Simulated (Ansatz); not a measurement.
## NbN under a change: pressure 15 GPa

Take NbN in the rock salt structure (space group Fm-3m, No. 225; a = 4.421 Å) as the base.

Perturbation: cell and atoms relaxed at a pressure of 15 GPa.

All numbers come from DFT with PBE, PAW potentials and a 420 eV plane-wave cutoff in Ansatz (a program for electronic structure), no spin-orbit coupling. k-mesh 18×18×18 (Γ-centred); smearing 0.05 eV (Fermi–Dirac).

The volume per atom falls by 0.468 Å³, from 10.80 Å³ to 10.34 Å³ and the density increases by 0.37 g/cm³ to 8.59 g/cm³. The lattice parameter a decreases by 0.065 Å to 4.356 Å and the enthalpy H = E + PV relative to the base's energy comes out as +0.99 eV/atom. The band gap stays zero.

Final structure:

```
CELL_PARAMETERS angstrom
      0.00000     2.17823     2.17823
      2.17823     0.00000     2.17823
      2.17823     2.17823     0.00000
ATOMIC_POSITIONS crystal
  N  0.00000 0.00000 0.00000
  Nb 0.50000 0.50000 0.50000
```

Load acts through the strain it causes; cell and atoms are relaxed under it. No phonon test of stability was made. No other phases were tried under pressure. All final runs are without spin polarisation.
